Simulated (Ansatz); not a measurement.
```
CELL_PARAMETERS angstrom
      0.00000     2.15844     2.14514
      2.14514     0.00000     2.14514
      2.14514     2.15844     0.00000
ATOMIC_POSITIONS crystal
  F  0.75000 0.75000 0.75000
  Li 0.00000 0.00000 0.00000
```

No spin polarisation.

The values are results of Ansatz (a first-principles code) r2SCAN, no spin-orbit coupling, not measurements. Γ-centred 13×13×13 mesh, Fermi–Dirac width 0.05 eV.

Predict the band gap, gap character and valence-band top at Γ.


- Band gap: 8.62 eV
- Gap character: direct at Γ
- Valence-band top at Γ (three highest levels, from the VBM): 0.00, 0.00, -0.01 eV

The cells carry an imposed strain or load. Whether these cells are dynamically stable was not tested. The cell was made from LiF in the zinc blende structure (space group F-43m, No. 216; a hypothetical phase, not in the database extracts checked) by this change: uniaxial strain ε_yy = +0.62 %.
